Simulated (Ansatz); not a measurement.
Results of LDA (plane waves, PAW; Ansatz, a quantum-chemistry and plane-wave program) for NiPt (R-3m, No. 166, 2 atoms in the cell; start mp-1220052).

Run with plane-wave cutoff 520 eV, 24×24×24 k mesh, Fermi–Dirac smearing 0.05 eV, spin-polarised start, scalar-relativistic PAW data made under PBE.

Cell (relaxed at this level):

```cif
data_Ni3Pt3
_chemical_formula_sum 'Ni3 Pt3'
_space_group_name_H-M_alt 'R-3m :H'
_space_group_IT_number 166
_space_group_name_Hall '-R 3 2"'
_cell_length_a 2.65947
_cell_length_b 2.65947
_cell_length_c 12.42441
_cell_angle_alpha 90.000
_cell_angle_beta 90.000
_cell_angle_gamma 120.000
loop_
_atom_site_label
_atom_site_type_symbol
_atom_site_symmetry_multiplicity
_atom_site_Wyckoff_symbol
_atom_site_fract_x
_atom_site_fract_y
_atom_site_fract_z
_atom_site_occupancy
Ni1 Ni 3 a 0.00000 0.00000 0.00000 1
Pt1 Pt 3 b 0.00000 0.00000 0.50000 1
```
(The calculation used a cell of 2 atoms; values per cell refer to that cell.)

**Question.** Estimate the bulk modulus that the calculation returns.

**Answer.** 
* **bulk modulus**: 272 GPa

The run finds no gap.

Note: the magnetic order was assumed, not searched for or taken from measurement; the bulk modulus is −V dP/dV from two relaxed cells at ±2 % in volume; the relaxation could not lower the start's symmetry, so the cell can be a saddle point above a distorted one.

Spin–orbit coupling is not included.

The computed numbers hold no vibrational or temperature effects.

A start named mp-… is a Materials Project structure, which need not be a measured phase.
